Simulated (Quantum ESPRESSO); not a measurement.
Quick settings and what they miss: SrCa₃ (I4/mmm, 4 atoms in the cell)

Self-consistent single point.

```xyz
4
Lattice="2.9148 -2.9148 5.7602 2.9148 2.9148 5.7602 -2.9148 -2.9148 5.7602" Properties=species:S:1:pos:R:3 pbc="T T T"
Sr     0.0000     0.0000     0.0000
Ca    -2.9148     0.0000     2.8801
Ca     0.0000     2.9148     2.8801
Ca     0.0000     0.0000     5.7602
```

Level of theory: LDA (PZ), GBRV 1.5 ultrasoft (LDA) pseudopotentials (plane waves; Quantum ESPRESSO 7.5).

Base settings: ecutwfc = 40 Ry; ecutrho = 200 Ry; occupations = smearing; smearing = methfessel-paxton; degauss = 0.019992 Ry; potentials = {Sr: sr_lda_v1.uspp.F.UPF, Ca: ca_lda_v1.uspp.F.UPF}; K_POINTS = automatic 6 6 6 0 0 0; conv_thr = 1e-08 Ry.

Tight run (finer mesh or higher cutoff; not a proven limit): ecutwfc: 40 Ry → 56 Ry; ecutrho: 200 Ry → 280 Ry; conv_thr: 1e-08 Ry → 7.3e-11 Ry; K_POINTS: automatic 6 6 6 0 0 0 → automatic 9 9 9 0 0 0. It gave Fermi level (on the code's own zero) 4.33 eV; pressure -2.45 GPa.

Quick runs, as changes from the base:
- A: the base itself
- B: ecutwfc: 40 Ry → 28 Ry; ecutrho: 200 Ry → 140 Ry; smearing: methfessel-paxton → fermi-dirac; K_POINTS: automatic 6 6 6 0 0 0 → automatic 4 4 4 0 0 0
- C: K_POINTS: automatic 6 6 6 0 0 0 → automatic 4 4 4 0 0 0
- D: ecutwfc: 40 Ry → 24 Ry; ecutrho: 200 Ry → 192 Ry; smearing: methfessel-paxton → fermi-dirac; degauss: 0.019992 Ry → 0.0099958 Ry; conv_thr: 1e-08 Ry → 7.3e-06 Ry; pseudopotentials: {Sr: sr_lda_v1.uspp.F.UPF, Ca: ca_lda_v1.uspp.F.UPF} → {Sr: Sr_pbe_v1.uspp.F.UPF, Ca: Ca_pbe_v1.uspp.F.UPF}; input_dft: default → pbesol [PBEsol]
- E: ecutwfc: 40 Ry → 24 Ry; ecutrho: 200 Ry → 120 Ry; conv_thr: 1e-08 Ry → 7.3e-06 Ry; K_POINTS: automatic 6 6 6 0 0 0 → automatic 1 1 1 1 1 1
- F: ecutwfc: 40 Ry → 32 Ry; ecutrho: 200 Ry → 160 Ry; K_POINTS: automatic 6 6 6 0 0 0 → automatic 2 2 2 0 0 0

Energies are extrapolated to zero smearing width, which holds to low order in the width alone (under cold and Methfessel-Paxton smearing the free energy itself is taken).

Dashes: time of B, E, F, under 30 s; energy of D, another energy zero.

† marks runs with another functional, U, potentials or spin treatment: their distance from the tight run is not a convergence error alone.

The count of work is k-points × plane waves × bands × iterations; it is no time. Core times come from one kind of shared machine and are given to one figure; runs under 30 s give none.

The starting cell comes from a database of computed structures (which also holds hypothetical and non-ambient phases and stackings), without a prior relaxation at this level. Its lattice was rescaled by a random factor within 2.5 % of one.

| run | energy less tight (meV/atom) | pressure less tight (GPa) | count of work / tight | core time / tight (rough) |
|---|---|---|---|---|
| A | 2.4 | 0.00 | 0.19 | 0.3 |
| B | -5.0 | 0.12 | 0.049 | – |
| C | -7.8 | 0.02 | 0.083 | 0.10 |
| D† | – | 0.70 | 0.068 | 0.08 |
| E | -412.8 | -3.22 | 0.0018 | – |
| F | -19.0 | -0.09 | 0.018 | – |

Among the runs at the tight run's level, the energy misses run from 2.4 to 412.8 meV/atom.
